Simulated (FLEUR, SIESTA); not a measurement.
A FLEUR input for a self-consistent single point of ScCu3 (I4/mmm, 4 atoms in the cell) (DFT, PBEsol, all-electron FLAPW (FLEUR), scalar-relativistic valence):

Input of the input generator:

```
scf ScCu3
&input film=f /
-0.4221372439 0.4221372439 0.8022470285
0.4221372439 -0.4221372439 0.8022470285
0.4221372439 0.4221372439 -0.8022470285
8.5251449756
1.0 1.0 1.0

4
21 0.0000000000 0.0000000000 0.0000000000
29 0.7500000000 0.2500000000 0.5000000000
29 0.2500000000 0.7500000000 0.5000000000
29 0.5000000000 0.5000000000 0.0000000000

&comp jspins=1 /
&exco xctyp='PBEs' /
&kpt div1=10 div2=10 div3=10 gamma=t /
&end /
```

```xml
<?xml version="1.0" encoding="UTF-8" standalone="no"?>
<fleurInput fleurInputVersion="0.39">
   <comment>
      scf ScCu3                                                                                           
   </comment>
   <calculationSetup>
      <cutoffs Kmax="4.3" Gmax="17.2" GmaxXC="17.2" numbands="0"/>
      <scfLoop itmax="60" minDistance="0.00001" maxIterBroyd="15" imix="Anderson" alpha="0.05" precondParam="0.0" spinf="2.0"/>
      <coreElectrons ctail="T" frcor="F" kcrel="0" coretail_lmax="0"/>
      <xcFunctional name="PBEs" relativisticCorrections="F"/>
      <magnetism jspins="1"/>
      <soc l_soc="F" theta="0.0" phi="0.0" spav="F"/>
      <expertModes spex="0" secvar="F"/>
      <geometryOptimization l_f="T" forcealpha="1.0" forcemix="BFGS" epsdisp="0.00001" epsforce="0.00001"/>
      <ldaU l_linMix="F" mixParam="0.05" spinf="1.0"/>
   </calculationSetup>
   <cell>
      <bzIntegration valenceElectrons="44.0" mode="hist" fermiSmearingEnergy="0.00499791">
         <kPointListSelection listName="default-1"/>
         <!-- k-points included here -->
         <xi:include xmlns:xi="http://www.w3.org/2001/XInclude" href="kpts.xml"> </xi:include>
      </bzIntegration>
      <!-- symmetry operations included here -->
      <xi:include xmlns:xi="http://www.w3.org/2001/XInclude" href="sym.xml"> </xi:include>
      <bulkLattice scale="1.0">
         <bravaisMatrix>
            <row-1>   -3.5987812038477167     3.5987812038477167     6.8392722242068045</row-1>
            <row-2>    3.5987812038477167    -3.5987812038477167     6.8392722242068045</row-2>
            <row-3>    3.5987812038477167     3.5987812038477167    -6.8392722242068045</row-3>
         </bravaisMatrix>
      </bulkLattice>
   </cell>
   <atomSpecies>
      <species name="Scandium (Sc)" element="Sc" atomicNumber="21">
         <mtSphere radius="2.32" gridPoints="801" logIncrement="0.015"/>
         <atomicCutoffs lmax="10" lnonsphr="8"/>
         <electronConfig flipSpins="F">
            <coreConfig>(1s1/2) (2s1/2) (2p1/2) (2p3/2)</coreConfig>
            <valenceConfig>(3s1/2) (3p1/2) (3p3/2) (4s1/2) (3d3/2) (3d5/2)</valenceConfig>
            <stateOccupation state="(3d3/2)" spinUp="0.2" spinDown="0.2"/>
            <stateOccupation state="(3d5/2)" spinUp="0.3" spinDown="0.3"/>
         </electronConfig>
         <energyParameters s="4" p="4" d="3" f="4"/>
         <lo type="SCLO" l="0" n="3" eDeriv="0"/>
         <lo type="SCLO" l="1" n="3" eDeriv="0"/>
      </species>
      <species name="Copper (Cu)" element="Cu" atomicNumber="29">
         <mtSphere radius="2.32" gridPoints="801" logIncrement="0.015"/>
         <atomicCutoffs lmax="10" lnonsphr="8"/>
         <electronConfig flipSpins="F">
            <coreConfig>(1s1/2) (2s1/2) (2p1/2) (2p3/2) (3s1/2) (3p1/2) (3p3/2)</coreConfig>
            <valenceConfig>(4s1/2) (3d3/2) (3d5/2)</valenceConfig>
            <stateOccupation state="(4s1/2)" spinUp="0.5" spinDown="0.5"/>
         </electronConfig>
         <energyParameters s="4" p="4" d="3" f="4"/>
         <lo type="HELO" l="2" n="4" eDeriv="0"/>
      </species>
   </atomSpecies>
   <atomGroups>
      <atomGroup species="Scandium (Sc)">
         <relPos label="                   1">.0000000000 .0000000000 .0000000000</relPos>
         <force calculate="T" relaxXYZ="TTT"/>
      </atomGroup>
      <atomGroup species="Copper (Cu)">
         <relPos label="                   2">-1.000/4.000 1.000/4.000 1.000/2.000</relPos>
         <relPos label="                   3">1.000/4.000 -1.000/4.000 1.000/2.000</relPos>
         <force calculate="T" relaxXYZ="TTT"/>
      </atomGroup>
      <atomGroup species="Copper (Cu)">
         <relPos label="                   4">1.000/2.000 1.000/2.000 .0000000000</relPos>
         <force calculate="T" relaxXYZ="TTT"/>
      </atomGroup>
   </atomGroups>
   <output dos="F" band="F" slice="F">
      <checks vchk="F" cdinf="F"/>
      <bandDOS minEnergy="-.5*Htr" maxEnergy="0.5*Htr" sigma="0.015" storeEVData="T"/>
      <vacuumDOS vacdos="F" integ="F" star="F" nstars="0" locx1="0.0" locy1="0.0" locx2="0.0" locy2="0.0" nstm="0" tworkf="0.0"/>
      <unfoldingBand unfoldBand="F" supercellX="1" supercellY="1" supercellZ="1"/>
      <plotting iplot="0" polar="F">
         <plot TwoD="T" vec1="  1.0  0.0  0.0" vec2="  0.0  1.0  0.0" vec3="  0.0  0.0  1.0" zero="  0.0  0.0  0.0" file="plot"/>
      </plotting>
      <chargeDensitySlicing numkpt="0" minEigenval="0.0" maxEigenval="0.0" nnne="0" pallst="F"/>
      <specialOutput eonly="F"/>
      <magneticCircularDichroism mcd="F" energyLo="-10.0" energyUp="0.0"/>
   </output>
  <!-- We include the file relax.xml here to enable relaxations (see documentation) -->
  <xi:include xmlns:xi="http://www.w3.org/2001/XInclude" href="relax.xml"> <xi:fallback/> </xi:include>
</fleurInput>
```

Question: Translate this input to SIESTA.

Answer: One input that does it (others would too):

```
# files in the folder: Sc.psml Cu.psml (PseudoDojo PBEsol standard)
SystemName  ScCu3
SystemLabel ScCu3

NumberOfAtoms                4
NumberOfSpecies              2
%block ChemicalSpeciesLabel
  1 21 Sc
  2 29 Cu
%endblock ChemicalSpeciesLabel
LatticeConstant              1.0 Bohr
%block LatticeVectors
    -3.598781204    3.598781204    6.839272224
     3.598781204   -3.598781204    6.839272224
     3.598781204    3.598781204   -6.839272224
%endblock LatticeVectors
AtomicCoordinatesFormat      Ang
%block AtomicCoordinatesAndAtomicSpecies
     0.000000000    0.000000000    0.000000000  1
    -0.000000000    1.904393000    1.809593500  2
     1.904393000    0.000000000    1.809593500  2
     0.000000000    0.000000000    3.619187000  2
%endblock AtomicCoordinatesAndAtomicSpecies

XC.functional                GGA
XC.authors                   PBEsol
PAO.BasisSize                DZP
PAO.EnergyShift              0.005 Ry
MeshCutoff                   400 Ry
%block kgrid.MonkhorstPack
   10   0   0  0.0
    0  10   0  0.0
    0   0  10  0.0
%endblock kgrid.MonkhorstPack
OccupationFunction           FD
ElectronicTemperature        1578.21 K

MaxSCFIterations             150
SCF.Mixer.Method             Broyden
SCF.Mixer.Weight             0.25
SCF.Mixer.History            6
SCF.DM.Tolerance             1.0E-05
Diag.ParallelOverK           true
WriteForces                  true
Charge.Mulliken              end
```

Basis, cutoffs, solver keys and any potentials are the target program's own. This input uses DFT, GGA PBEsol, numerical atomic orbitals DZP, PseudoDojo PBEsol standard norm-conserving potentials (rewritten from UPF to PSML).

The starting cell comes from a database of computed structures (which also holds hypothetical and non-ambient phases and stackings), without a prior relaxation at this level. Its lattice was rescaled by a random factor within 2.5 % of one.
